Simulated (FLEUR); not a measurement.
**Convergence study of the k-point mesh for Fe (Im-3m, 1 atom in the cell)**

```yaml
crystal:
  lattice:
    - [-1.43070, 1.43070, 1.43070]
    - [1.43070, -1.43070, 1.43070]
    - [1.43070, 1.43070, -1.43070]
  atoms:
    - { symbol: Fe, position: [0.00000, 0.00000, 0.00000], spin: 2.5 }
```
(The spins are starting values, not results.)

Level of theory: PBE, all-electron FLAPW (FLEUR), scalar-relativistic valence run with FLEUR.

Base settings: Kmax = 3.6 1/bohr; GmaxXC = 14.4 1/bohr; xcFunctional = pbe; jspins = 2; l_soc = F; mode = hist; fermiSmearingEnergy = 0.00367493 Htr; mesh (inpgen div1-3) = 7 7 7; inpgen gamma flag = false; Gmax = 14.4 1/bohr.

Moved along: kpt_gamma.

Only quantities that move along the ladder and can be compared are tabulated.

The magnetic state is not the same in all runs (site moments differ, or a search went on to a lower state), so steps between rows are not convergence errors alone.

The starting cell has typed, rounded lattice constants, without a prior relaxation at this level. Its lattice was rescaled by up to half a per cent. With one magnetic atom in the cell only a parallel order is possible. Values depend on the basis (sphere radii, cutoffs, local orbitals), which need not be converged.

| kpt_div | free energy less the last step's (meV/atom) | net moment (μB/atom) |
|---|---|---|
| 3 3 3 | -66.48 | 2.954 |
| 4 4 4 | 14.83 | 1.996 |
| 5 5 5 | 44.04 | 2.103 |
| 6 6 6 | -29.44 | 2.229 |
| 7 7 7 | -11.35 | 2.292 |
| 8 8 8 | 6.02 | 2.277 |
| 9 9 9 | -3.53 | 2.190 |
| 10 10 10 | -1.86 | 2.174 |
| 15 15 15 | -0.24 | 2.226 |
| 19 19 19 | 0.43 | 2.230 |
| 23 23 23 | -0.14 | 2.225 |
| 28 28 28 | 0.27 | 2.227 |
| 35 35 35 | 0.00 | 2.226 |

Coarsest kpt_div that holds the free energy within 2 meV/atom of the last step, with all finer ones: 10 10 10; the step before is off by 3.5 meV/atom.

Coarsest kpt_div that holds the net moment within 0.01 μB/atom of the last step, with all finer ones: 15 15 15; the step before is off by 0.053 μB/atom.
